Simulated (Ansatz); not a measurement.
Take Rh in the fcc (Cu type) structure (space group Fm-3m, No. 225; a = 3.8320 Å; relaxed with 0.1 eV smearing) as the base. Axes: x, y, z lie along the cube axes.

Level of theory: Kohn–Sham DFT with the PBE functional, run in Ansatz (a first-principles code) with PAW and 420 eV plane waves, no SOC.

The change: the cell is scaled by 1.0150 in all directions, atoms relaxed at fixed cell.

Task: Predict the stress tensor and what it implies for the stiffness.

Result: Stress of the strained cell less that of the base (GPa, compression positive):
```
  -10.1     0.0     0.0
    0.0   -10.1     0.0
    0.0     0.0   -10.1
```

Then B = −ΔP/(ΔV/V₀) with ΔV/V₀ = 0.0457 gives secant stiffness values (nonlinear terms included at this strain): B ≈ 221 GPa.

As a check, the harmonic strain energy −½ V₀ Δσ:ε is 20 meV/atom; the computed energy rise is 21 meV/atom.

Stability against distortions was not tested. The final runs are not spin-polarised. Rh lies near a magnetic instability that expansion can trigger; it was not tested.
